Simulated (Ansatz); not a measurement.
## MgIn2O4 (space group I-4, No. 82; a hypothetical phase, not in the database extracts checked)

```cif
data_In2MgO4
_chemical_formula_sum 'In2 Mg1 O4'
_space_group_name_H-M_alt 'P 1'
_space_group_IT_number 1
_cell_length_a 5.98856
_cell_length_b 5.98856
_cell_length_c 5.98856
_cell_angle_alpha 133.055
_cell_angle_beta 133.055
_cell_angle_gamma 68.568
loop_
_space_group_symop_operation_xyz
  'x, y, z'
loop_
_atom_site_label
_atom_site_type_symbol
_atom_site_fract_x
_atom_site_fract_y
_atom_site_fract_z
_atom_site_occupancy
In1 In 0.50000 0.50000 0.00000 1
In2 In 0.25000 0.75000 0.50000 1
Mg1 Mg 0.00000 0.00000 0.00000 1
O1 O 0.32918 0.84547 0.95286 1
O2 O 0.89261 0.37632 0.04714 1
O3 O 0.15453 0.10739 0.48371 1
O4 O 0.62368 0.67082 0.51629 1
```

Computed with PBEsol in Ansatz (plane waves to 420 eV, PAW, no spin-orbit coupling). Settings: 10×10×10 k-points, 0.05 eV Fermi–Dirac smearing.

| Property | Result |
|---|---|
| Volume per atom | 16.09 Å³ |
| Density | 4.69 g/cm³ |
| Band gap | 1.40 eV, indirect, X → Γ |
| Electron mass | 0.28 mₑ |
| Lowest conduction-band minima above the VBM | Γ 1.40 eV |
| Total energy | -2172.553 eV/atom (σ→0; compares only within this code and set-up) |

Masses are band curvatures over ±0.01 Å⁻¹ around the edge. No phonon test of stability was made.

Ansatz is an electronic-structure program.
